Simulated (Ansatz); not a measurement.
## What P → W does to BP

Consider BP in the zinc blende structure (space group F-43m, No. 216; a = 4.5202 Å).

The change: W takes the place of P on all its sites, then cell and atoms are relaxed.

Level of theory: Kohn–Sham DFT with the PBEsol functional, run in Ansatz (an electronic-structure program) with PAW and 420 eV plane waves, no SOC, earlier PAW set. k-mesh 17×17×17 (Γ-centred); smearing 0.05 eV (Fermi–Dirac), for the changed cell.

The volume per atom goes up by 2.32 Å³ (11.54 Å³ → 13.86 Å³) and the lattice parameter a increases by 0.284 Å, from 4.520 Å to 4.804 Å. The space group is still F-43m (No. 216) and the shortest interatomic distance goes up by 0.123 Å (1.957 Å → 2.080 Å). The band gap becomes zero (base: 1.11 eV).

Stability against distortions was not tested. As relaxed here, WB is a hypothetical phase, not in the database extracts checked. All final runs are without spin polarisation. An odd electron count without spin: WB. WB has a high density of states at the Fermi level and may be magnetic at this level.
